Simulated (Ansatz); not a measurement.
**WSe2: pressure series**

Start from WSe2 in the 2H-MoS2 type structure (space group P6_3/mmc, No. 194; layered, stacked along the Cartesian z axis).

```yaml
crystal:
  lattice:
    - [3.29989, 0.00000, 0.00000]
    - [-1.64994, 2.85779, 0.00000]
    - [0.00000, 0.00000, 13.15129]
  atoms:
    - { symbol: W, position: [0.33333, 0.66667, 0.25000] }
    - { symbol: W, position: [0.66667, 0.33333, 0.75000] }
    - { symbol: Se, position: [0.33333, 0.66667, 0.62336] }
    - { symbol: Se, position: [0.66667, 0.33333, 0.12336] }
    - { symbol: Se, position: [0.66667, 0.33333, 0.37664] }
    - { symbol: Se, position: [0.33333, 0.66667, 0.87664] }
```

Cell and atoms are relaxed at each pressure.

Computed with r2SCAN+rVV10/PAW in Ansatz (an electronic-structure program), without spin-orbit coupling.

Computed cases, in order: pressure −1 GPa; 0 GPa (base); pressure 3 GPa; pressure 7 GPa; pressure 15 GPa; pressure 30 GPa; pressure 50 GPa; pressure 75 GPa; pressure 100 GPa.

### Question
Between which two neighbouring cases does the band gap open or close?

### Answer
Between pressure 30 GPa (0.20 eV) and pressure 50 GPa (zero). The whole series: pressure −1 GPa: 1.24 eV; 0 GPa (base): 1.12 eV; pressure 3 GPa: 0.93 eV; pressure 7 GPa: 0.77 eV; pressure 15 GPa: 0.54 eV; pressure 30 GPa: 0.20 eV; pressure 50 GPa: zero; pressure 75 GPa: zero; pressure 100 GPa: zero.

The mesh was chosen for an insulator and is coarse for the gapless case. With W present, leaving out spin-orbit coupling can change the band edges. Load acts through the strain it causes; cell and atoms are relaxed under it. No phonon test of stability was made. No other phases were tried under pressure. All final runs are without spin polarisation. The zero or small gap of WSe2 under pressure 30 GPa, WSe2 under pressure 50 GPa and WSe2 under pressure 75 GPa can change with the level of theory.
